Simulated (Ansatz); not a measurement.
Reference: RbBr (Fm-3m), r2SCAN, rigid bands (plane waves, PAW, scalar-relativistic; Ansatz, a first-principles code); geometry: cell and atoms relaxed with PBEsol.

```yaml
crystal:
  lattice:
    - [0.00000, 3.42149, 3.42149]
    - [3.42149, 0.00000, 3.42149]
    - [3.42149, 3.42149, 0.00000]
  atoms:
    - { symbol: Rb, position: [0.00000, 0.00000, 0.00000] }
    - { symbol: Br, position: [0.50000, 0.50000, 0.50000] }
```

- band gap = 4.98 eV
- electron conductivity mass = 0.39 mₑ
- Seebeck coefficient, n-type 1e19 cm⁻³ = -182 μV/K

Q: Replace Rb by K on the same sites and relax. What happens?

A: KBr (Fm-3m): volume per atom 40.1 to 35.1 Å³; band gap stays about the same (4.98 eV to 5.15 eV); electron conductivity mass stays about the same (0.39 mₑ to 0.39 mₑ); Seebeck coefficient, n-type 1e19 cm⁻³ stays about the same (-182 μV/K to -184 μV/K).

Moves up to 5 % count as about the same. Masses are for dilute carriers at 300 K, harmonic means over directions unless an axis is named. Seebeck coefficients are for the stated density at 300 K, with one relaxation time for all states and whether or not that doping can be reached. Spin-orbit coupling is left out.

Formula and space group known from diffraction (Crystallography Open Database), not checked to be the room-temperature form: RbBr (Fm-3m).
